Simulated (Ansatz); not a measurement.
System: B (model structure, started from the C4 type, I4₁32, No. 214, 4 atoms in the cell). Method: r²SCAN (PAW; Ansatz, a first-principles code).

Settings: plane-wave cutoff 560 eV, 10×10×10 k mesh, Fermi–Dirac smearing 0.01 eV, scalar-relativistic PAW data made under PBE.

Cell (relaxed at this level):

Space group I4₁32 (No. 214); a = b = c = 4.639 Å, α = β = γ = 90.00°

```
atom  site  symmetry       x       y       z
----  ----  --------  ------  ------  ------
B       8a       .32  0.1250  0.1250  0.1250
```
(The calculation used a cell of 4 atoms; values per cell refer to that cell.)

Question: Predict the band gap, direct gap at Γ and bulk modulus.

Answer: 
band gap: 1.80 eV (on the SCF k mesh)
direct gap at Γ: 3.59 eV
bulk modulus: 112 GPa

Note: the bulk modulus is −V dP/dV from two relaxed cells at ±2 % in volume; the relaxation could raise the start's symmetry but not lower it, so the cell can be a saddle point.

A model structure was made by putting elements into a prototype or built by hand; it is no filed structure, need not be a known phase, and can be a saddle point held by its symmetry.
